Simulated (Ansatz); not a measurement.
Consider HfN in the rock salt structure (space group Fm-3m, No. 225; relaxed with 0.1 eV smearing).

```
CELL_PARAMETERS angstrom
      0.00000     2.23415     2.23415
      2.23415     0.00000     2.23415
      2.23415     2.23415     0.00000
ATOMIC_POSITIONS crystal
  Hf 0.00000 0.00000 0.00000
  N  0.50000 0.50000 0.50000
```

All numbers come from Ansatz (a quantum-chemistry and plane-wave program), LDA, PAW, cutoff 420 eV, no SOC.

Strains are applied to the cell and any free atomic positions relax.

One change was made to it. Results:

```json
[
 {"quantity": "energy relative to the base (free energy F)", "base": "0 meV/atom", "after": "+22 meV/atom"},
 {"quantity": "pressure", "base": "0.0 GPa", "after": "15.0 GPa"}
]
```

Q: What was done to the base?
A. isotropic strain +1.00 %
B. isotropic strain −3.00 %
C. isotropic strain +1.50 %
D. isotropic strain −2.50 %
E. isotropic strain −1.50 %

A: E, isotropic strain −1.50 %. For comparison, the energy relative to the base in the other runs: isotropic strain +1.50 % gives +20 meV/atom; isotropic strain −2.50 % gives +64 meV/atom; isotropic strain +1.00 % gives +9.1 meV/atom; isotropic strain −3.00 % gives +94 meV/atom.

No phonon test of stability was made. The final runs are not spin-polarised. An odd electron count without spin: HfN.
